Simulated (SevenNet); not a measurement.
**B20 (FeSi-type) MnSi**

The numbers are results of the machine-learned potential SevenNet-0 (trained on PBE and PBE+U data), not measurements.

Cell (relaxed at this level):

```
CELL_PARAMETERS angstrom
      4.52575     0.00000     0.00000
      0.00000     4.52575     0.00000
      0.00000     0.00000     4.52575
ATOMIC_POSITIONS crystal
  Mn 0.86412 0.63588 0.36412
  Mn 0.36412 0.86412 0.63588
  Mn 0.13588 0.13588 0.13588
  Mn 0.63588 0.36412 0.86412
  Si 0.15469 0.34531 0.65469
  Si 0.65469 0.15469 0.34531
  Si 0.84531 0.84531 0.84531
  Si 0.34531 0.65469 0.15469
```

```yaml
equilibrium_lattice_constant_a: 4.526 Å
volume_per_atom: 11.59 Å³/atom
```

Measured, for comparison: lattice constant a 4.560 Å, equilibrium volume per atom 11.85 Å³/atom (temperature not stated, no zero-point or thermal correction; as tabulated in Wikipedia's data pages). Computed (rounded) less measured: lattice constant a -0.7 %, equilibrium volume per atom -2.2 %. A static lattice is as a rule a little smaller and stiffer than an uncorrected measurement, which narrows the difference in the lattice constant a and would widen misses of the other sign.

A machine-learned potential is trained on density-functional data: it inherits that level's misses and adds fitting errors of its own.
